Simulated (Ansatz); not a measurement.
Worked example: self-consistent single point of Rb2LaInF6 (Fm-3m, 10 atoms in the cell) in Ansatz (a program for electronic structure).

Method of the run: PBE (plane waves, PAW; Ansatz).

```
Rb2LaInF6
1.0
    0.00000     4.91135     4.91135
    4.91135     0.00000     4.91135
    4.91135     4.91135     0.00000
Rb In La F
2 1 1 6
Cartesian
  2.45568   2.45568   2.45568
  7.36703   7.36703   7.36703
  4.91135   4.91135   4.91135
  0.00000   0.00000   0.00000
  2.46452   4.91135   4.91135
  7.35819   4.91135   4.91135
  4.91135   2.46452   4.91135
  4.91135   7.35819   4.91135
  4.91135   4.91135   2.46452
  4.91135   4.91135   7.35819
```

Reference input (self-consistent single point, DFT, PBE, plane waves, default PAW files): basis.ecutwfc = 30.9 Ry; kpoints.mp_grid.grid = 3 3 3; hamiltonian.xc = pbe; hamiltonian.pseudopotentials = {kind: paw} (the program's default PAW files); scf.occupations.method = methfessel_paxton; scf.occupations.width = 0.0073 Ry. This run's input differs from it in these lines:

Ansatz 0.2 input:
```diff
@@ -18,3 +18,3 @@
 basis:
-  ecutwfc: 30.9 Ry
+  ecutwfc: 12.5 Ry
 kpoints:
```

The program printed (abridged):

```
SCF iter   1: F=—  HF=-23117.238489 eV  |F-HF|=—  |Δ(HF+E_count)|=         —  Δρ=2.74e-1  dr2=8.14e1  ethr=1.77e-3  ⟨swp⟩=7.8  Hψ=907  notcnv=0
all-band conjugate gradients solve this SCF's bands
preconditioner: auto → Resta (q_TF=auto, 2.295 Å⁻¹)
SCF iter   2: F=—  HF=-23089.963014 eV  |F-HF|=—  |Δ(HF+E_count)|=    2.73e1  S|Δr|=    0.00e0  Δρ=6.97e-2  dr2=4.50e0  ethr=1.77e-3  ⟨swp⟩=4.0  Hψ=591  notcnv=0  defer=11
   [... lines left out ...]
SCF iter   6: F=—  HF=-23088.476627 eV  |F-HF|=—  |Δ(HF+E_count)|=   1.02e-4  S|Δr|=    0.00e0  Δρ=7.32e-5  dr2=1.97e-5  ethr=3.07e-7  ⟨swp⟩=2.0  Hψ=353  notcnv=0  defer=16
SCF iter   7: F=—  HF=-23088.475998 eV  |F-HF|=—  |Δ(HF+E_count)|=   6.29e-4  S|Δr|=    0.00e0  Δρ=3.26e-5  dr2=1.36e-6  ethr=2.34e-8  ⟨swp⟩=2.0  Hψ=359  notcnv=0  defer=16
SCF iter   8: F=-23088.475999 eV  HF=-23088.475999 eV  |F-HF|=2.82e-8  |Δ(HF+E_count)|=   7.56e-7  S|Δr|=    0.00e0  Δρ=3.40e-6  dr2=4.43e-8  ethr=1.19e-10  ⟨swp⟩=11.5  Hψ=976  notcnv=0
SCF 1 converged in 8 iterations: F = -23088.475999 eV  dr2 = 4.43e-8
Stability not checked (fill_not_monotonic)
Free energy (F): -23088.475999 eV
Internal energy: -23088.475999 eV  (E = F + TS)
E sigma→0 (E₀):  -23088.475999 eV
Fermi energy:    6.082611 eV
--- Forces (eV/Å), atoms counted from 1 ---
  atom   1  Rb     0.00000000    -0.00000000     0.00000000
  atom   2  Rb     0.00000000    -0.00000000    -0.00000000
  atom   3  In     0.00000000     0.00000000     0.00000000
  atom   4  La    -0.00000000    -0.00000000    -0.00000000
  atom   5  F     -1.65984322    -0.00000000     0.00000000
   [... lines left out ...]
  atom  10  F     -0.00000000     0.00000000     1.65984322
--- Stress (GPa, compression-positive) ---
       -9.007331       0.000000       0.000000
        0.000000      -9.007331      -0.000000
        0.000000       0.000000      -9.007331
  P = ⅓ Tr σ = -9.0073 GPa (-90.073 kbar)
  The stress holds the Pulay correction. Without it, at fixed plane waves, as pw.x and ABINIT print it: P = -311.9201 GPa
```

The run converged in 8 iterations. Against the reference run the free energy goes up by 15.7 eV/atom, the pressure goes from -1.75 to -9.01 GPa, the largest force goes from 1.699 to 1.660 eV/Å and the gap on the mesh goes from 1.765 to 3.023 eV.

The starting cell was generated: these elements placed on a structure prototype, without a prior relaxation; it need not be a known phase or ordering of this composition. Its lattice was rescaled by a random factor within 2.5 % of one. Forces in this geometry exceed 1 eV/Å. Ansatz's pressure includes its estimate of the finite-basis (Pulay) stress. Without the estimate this run gives -311.92 GPa. The cutoff lies below the one recommended for these files.
